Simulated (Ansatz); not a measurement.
MoTe2: response to strain

The reference is MoTe2 in the 2H-MoS2 type structure (space group P6_3/mmc, No. 194; a = 3.542 Å, c = 14.182 Å; layered, stacked along the Cartesian z axis). Axes: x lies along a and z along c of the hexagonal cell.

Strains are applied to the cell and any free atomic positions relax.

Method: r2SCAN+rVV10/PAW in Ansatz (a quantum-chemistry and plane-wave program), no spin-orbit coupling.

Candidates:
(a) strain tensor (xx, yy, zz, yz, xz, xy) = (+0.70, −1.58, +0.75, −2.79, −0.73, +1.43) %
(b) tensor shear ε_xy = +1.35 %
(c) isotropic strain −2.54 %

Notes on the quantities. energy relative to the base: free energy F.

Q: Order them by energy relative to the base, lowest first.

A: (b) tensor shear ε_xy = +1.35 % (+2.8 meV/atom), (a) strain tensor (xx, yy, zz, yz, xz, xy) = (+0.70, −1.58, +0.75, −2.79, −0.73, +1.43) % (+10 meV/atom), (c) isotropic strain −2.54 % (+23 meV/atom)

Whether these cells are dynamically stable was not tested.
